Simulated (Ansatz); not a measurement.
```xyz
4
Lattice="4.5614 0.0000 0.0000 -2.2807 3.9503 0.0000 0.0000 0.0000 7.1896" Properties=species:S:1:pos:R:3 pbc="T T T"
Mg     0.0000     2.6335     7.1614
Mg     2.2807     1.3168     3.5666
Te     0.0000     2.6335     2.7314
Te     2.2807     1.3168     6.3262
```

No spin polarisation.

The values are results of PBEsol in Ansatz (plane waves to 420 eV, PAW, no spin-orbit coupling), not measurements. k-mesh 8×8×5 (Γ-centred); smearing 0.05 eV (Fermi–Dirac).

Question: Predict the valence-band top at Γ (three highest levels, from the VBM).

Answer: 0.00, -0.21, -0.21 eV.

Question: Estimate the stress (xx, yy, zz, yz, xz, xy; compression positive).

Answer: (0.86, 0.86, 1.68, 0.00, 0.00, 0.00) GPa.

Spin-orbit coupling, missing from the scalar runs, can matter with Te. The levels and masses belong to the bands next to the band gap. The cells carry an imposed strain or load. Whether these cells are dynamically stable was not tested. The cell was made from MgTe in the wurtzite structure (space group P6_3mc, No. 186) by this change: uniaxial strain ε_zz = −3.00 %.

Ansatz is a quantum-chemistry and plane-wave program.
